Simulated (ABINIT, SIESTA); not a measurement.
A SIESTA input for a self-consistent single point of WC (P-6m2, 2 atoms in the cell) (DFT, GGA PBE, numerical atomic orbitals DZP, PseudoDojo PBE standard norm-conserving potentials (rewritten from UPF to PSML)):

```
# files in the folder: W.psml C.psml (PseudoDojo PBE standard)
SystemName  WC
SystemLabel wc

NumberOfAtoms                2
NumberOfSpecies              2
%block ChemicalSpeciesLabel
  1 74 W
  2 6 C
%endblock ChemicalSpeciesLabel
LatticeConstant              1.0 Ang
%block LatticeVectors
     1.425900000   -2.469731000    0.000000000
     1.425900000    2.469731000    0.000000000
     0.000000000    0.000000000    2.783200000
%endblock LatticeVectors
AtomicCoordinatesFormat      Bohr
%block AtomicCoordinatesAndAtomicSpecies
     0.000000000    0.000000000    0.000000000  1
     2.694560481    1.555705095    2.629742875  2
%endblock AtomicCoordinatesAndAtomicSpecies

XC.functional                GGA
XC.authors                   PBE
PAO.BasisSize                DZP
PAO.EnergyShift              0.01 Ry
MeshCutoff                   350 Ry
%block kgrid.MonkhorstPack
   17   0   0  0.0
    0  17   0  0.0
    0   0  15  0.0
%endblock kgrid.MonkhorstPack
OccupationFunction           MP
OccupationMPOrder            0
ElectronicTemperature        272.0 meV

MaxSCFIterations             150
SCF.Mixer.Method             Broyden
SCF.Mixer.Weight             0.25
SCF.Mixer.History            8
SCF.DM.Tolerance             1.0E-04
Diag.ParallelOverK           true
WriteForces                  true
```

**Question.** Write the same calculation as an input for ABINIT.

**Answer.** This is the input that was run; spellings and numerical settings could be chosen otherwise.

```
# WC, JTH v2.0 PBE PAW
pp_dirpath "./"
pseudos "W.GGA_PBE-JTH.xml, C.GGA_PBE-JTH.xml"
acell 3*1.0
rprim
         2.6945603466   -4.6671154244    0.0000000000
         2.6945603466    4.6671154244    0.0000000000
         0.0000000000    0.0000000000    5.2594857501
natom 2
ntypat 2
znucl 74 6
typat 1 2
xcart
         0.0000000000    0.0000000000    0.0000000000
         1.4258999288    0.8232437078    1.3916000000
      Angstrom
ecut 21
pawecutdg 42
pawxcdev 0
occopt 7
tsmear 0.272 eV
nband 14
kptopt 1
ngkpt 17 17 15
nshiftk 1
shiftk 0 0 0
nstep 60
tolvrs 1.0e-11
prtwf 0
prtden 0
enunit 1
```

Basis, cutoffs, solver keys and any potentials are the target program's own. This input uses DFT, PBE, plane waves, PAW (JTH v2.0 PBE PAW). Both were run: pressure 35.98 GPa in SIESTA and 32.63 in ABINIT.

On ABINIT: the starting cell has typed, rounded lattice constants, without a prior relaxation at this level. For this run, on top of that: lattice scaled by 0.98. Spin polarisation is off. With a pressure of about 33 GPa the cell is away from its equilibrium volume at this level.

On SIESTA: the starting cell has typed, rounded lattice constants, without a prior relaxation at this level. For this run, on top of that: lattice scaled by 0.98. Spin polarisation is off. Values carry the incompleteness of an atom-centred basis. With a pressure of about 36 GPa the cell is away from its equilibrium volume at this level.
